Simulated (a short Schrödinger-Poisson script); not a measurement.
Stack: gated In0.52Al0.48As/In0.53Ga0.47As modulation-doped gas in a quantum well, at 20 K.

| layer | material | thickness (nm) | Nd (cm⁻³) | Na (cm⁻³) |
|---|---|---|---|---|
| 1 | In0.52Al0.48As | 8 | - | - |
| 2 | In0.52Al0.48As | 40 | 2e18 | - |
| 3 | In0.52Al0.48As | 5 | - | - |
| 4 | In0.53Ga0.47As | 8 | - | - |
| 5 | In0.52Al0.48As | 4000 | - | 2e15 |

Constants are typed, rounded textbook-type inputs, not results; the design itself was drawn at random and stands for no fabricated device. In0.52Al0.48As: permittivity 12.5, conduction-band edge (eV) 0.52, gap (eV) 1.45, electron mass (mₑ) 0.075, Nv at 300 K (cm⁻³) 1.1e19. In0.53Ga0.47As: permittivity 13.9, conduction-band edge (eV) 0, gap (eV) 0.74, Nv at 300 K (cm⁻³) 7.7e18.

Channel valleys (confinement mass, in-plane density-of-states mass, number): Γ 0.041, 0.041, 1. At the gate the conduction-band edge of layer 1 lies 0.65 eV − eVg above the Fermi level of the channel; the field vanishes at the back. Donor level 0.02 eV below the band edge. The barrier under the gate holds no holes. Gaps are held at their typed values at every temperature. Mesh 0.08 nm at interfaces.

Solved with a short Schrödinger-Poisson script written for these runs: 1D Poisson equation in equilibrium, electrons quantum, Hartree (BenDaniel-Duke, 40 states a valley, the channel's in-plane mass for all, wave functions free to enter the barrier), parabolic valleys, classical holes, donors ionised by Fermi statistics, acceptors fully, no traps, pinning or gate leakage.

The same stack at other levels of the model or other numerical settings:

| run | sheet density of all electrons at Vg = 0.4 V (cm⁻²) | sheet density of all electrons at Vg = -2.1 V (cm⁻²) | capacitance at Vg = 0.4 V (μF/cm²) | centroid of the channel electrons at Vg = 0.4 V (nm) | rough cost against the base |
|---|---|---|---|---|---|
| base | 1.72e12 | 9.39e11 | 0.743 | 3.56 | about 1 |
| electrons treated as classical, Boltzmann | … | 1.14e12 | 0.743 | 0.27 | 0.04 |
| electrons treated as classical, Fermi-Dirac | 1.80e12 | … | 0.743 | 3.39 | 0.1 |
| electrons treated as quantum, Hartree plus LDA exchange-correlation | 1.78e12 | … | 0.743 | 3.54 | 2 |
| mesh six times as coarse | 1.72e12 | 9.38e11 | 0.744 | 3.54 | 0.2 |
| one subband a valley | 1.72e12 | 9.39e11 | 0.743 | 3.56 | 0.2 |

Q: Fill in the missing entries.

A: 
- electrons treated as quantum, Hartree plus LDA exchange-correlation, sheet density of all electrons at Vg = -2.1 V (cm⁻²): 9.55e11
- electrons treated as classical, Fermi-Dirac, sheet density of all electrons at Vg = -2.1 V (cm⁻²): 9.71e11
- electrons treated as classical, Boltzmann, sheet density of all electrons at Vg = 0.4 V (cm⁻²): 2.61e12

The classical rows ignore confinement, and Boltzmann statistics overrate the density once the band edge passes the Fermi level.
